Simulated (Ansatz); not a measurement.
**AlN, response to strain**

Base system: AlN in the zinc blende structure (space group F-43m, No. 216).

Space group F-43m (No. 216); a = b = c = 4.3777 Å, α = β = γ = 90.00°

```
atom  site  symmetry       x       y       z
----  ----  --------  ------  ------  ------
Al      4a      -43m  0.0000  0.0000  0.0000
N       4d      -43m  0.7500  0.7500  0.7500
```
(The calculation used a cell of 2 atoms; values per cell refer to that cell.)

Strains are applied to the cell and any free atomic positions relax.

Calculations: Kohn–Sham DFT with the PBEsol functional, run in Ansatz (an electronic-structure program) with PAW and 420 eV plane waves, no spin-orbit coupling.

Candidates:
(a) isotropic strain +2.50 %
(b) isotropic strain +1.00 %
(c) isotropic strain +2.00 %
(d) isotropic strain −2.00 %

Notes on the quantities. energy relative to the base: free energy F.

**Question.** Order them by energy relative to the base, highest first.

**Answer.** (a) isotropic strain +2.50 % (+34 meV/atom), (d) isotropic strain −2.00 % (+25 meV/atom), (c) isotropic strain +2.00 % (+22 meV/atom), (b) isotropic strain +1.00 % (+5.7 meV/atom)

Stability against distortions was not tested. This is not the structure that AlN has at room temperature and ambient pressure.
